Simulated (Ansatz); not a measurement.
Start from P in the black-P type structure (space group Cmce, No. 64; a = 3.302 Å, b = 10.691 Å, c = 4.467 Å; layered, stacked along the Cartesian y axis).

The values are results of r2SCAN+rVV10 (Ansatz, a first-principles code), without spin-orbit coupling, not measurements.

Base values:

| Quantity | Result |
|---|---|
| Shortest interatomic distance | 221.3 pm |
| Band gap | zero |

It is then changed as follows: a free-standing slab of 2 layers (8 atoms, 4 a layer) is cut normal to the stacking axis, with 15 Å of vacuum and the in-plane cell relaxed.

Question: What does the calculation give for the shortest interatomic distance, band gap, valence-band top at Γ, gap character and excess energy per area of both faces after the change?

Answer: The shortest interatomic distance drops by 0.6 pm to 220.7 pm; the band gap becomes 0.59 eV (base: zero); the valence-band top at Γ (three highest levels, from the VBM) amounts to 0.00, -0.76, -1.91 eV; the gap character is direct at Γ; the excess energy per area of both faces (slab less bulk energy over the cell's area: twice a surface energy) amounts to 0.4 J/m² (uncertain by up to 0.09 J/m²).

The excess energy carries the mismatch between the slab's and the bulk's meshes. Whether these cells are dynamically stable was not tested. Gaps under 0.05 eV, about the width of the smearing, are given as zero. A zero or small gap of P can be the functional's error rather than a property of the material. Labels are those of the standard path for the cell's own space group.
